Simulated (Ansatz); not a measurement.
## Response to strain in TlCl

The parent structure is TlCl in the CsCl type structure (space group Pm-3m, No. 221).

```
TlCl
1.0
    3.90007     0.00000     0.00000
    0.00000     3.90007     0.00000
    0.00000     0.00000     3.90007
Tl Cl
1 1
Cartesian
  0.00000   0.00000   0.00000
  1.95003   1.95003   1.95003
```

Strains are applied to the cell and any free atomic positions relax.

All numbers come from PBE/PAW in Ansatz (a first-principles code), spin-orbit coupling left out.

Candidates:
(a) isotropic strain −2.50 %
(b) isotropic strain +1.50 %
(c) isotropic strain +2.50 %
(d) isotropic strain +1.00 %

Notes on the quantities. energy relative to the base: free energy F.

### Question
Order them by energy relative to the base, highest first.

### Answer
(a) isotropic strain −2.50 % (+13 meV/atom), (c) isotropic strain +2.50 % (+10 meV/atom), (b) isotropic strain +1.50 % (+3.9 meV/atom), (d) isotropic strain +1.00 % (+1.8 meV/atom)

No phonon test of stability was made.
